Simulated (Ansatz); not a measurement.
# GaPt3 (space group I4/mcm, No. 140; a cell from a computed database, its experimental status unchecked)

```
CELL_PARAMETERS angstrom
     -2.73501     2.73501     3.94352
      2.73501    -2.73501     3.94352
      2.73501     2.73501    -3.94352
ATOMIC_POSITIONS crystal
  Ga 0.25000 0.75000 0.50000
  Ga 0.75000 0.25000 0.50000
  Pt 0.28894 0.78894 0.07789
  Pt 0.71106 0.21106 0.92211
  Pt 0.78894 0.71106 0.50000
  Pt 0.21106 0.28894 0.50000
  Pt 0.75000 0.75000 0.00000
  Pt 0.25000 0.25000 0.00000
```

Level of theory: Ansatz (a first-principles code), PBEsol, PAW, cutoff 420 eV, without spin-orbit coupling. k-mesh 12×12×12 (Γ-centred); smearing 0.05 eV (Fermi–Dirac).

The volume per atom comes out as 14.75 Å³. The density is 18.43 g/cm³ and the band gap is zero. The total energy comes out as -10224.131 eV/atom (σ→0; compares only within this code and set-up).

Whether these cells are dynamically stable was not tested. The base started in Fmmm and relaxed to I4/mcm at this level. All final runs are without spin polarisation.
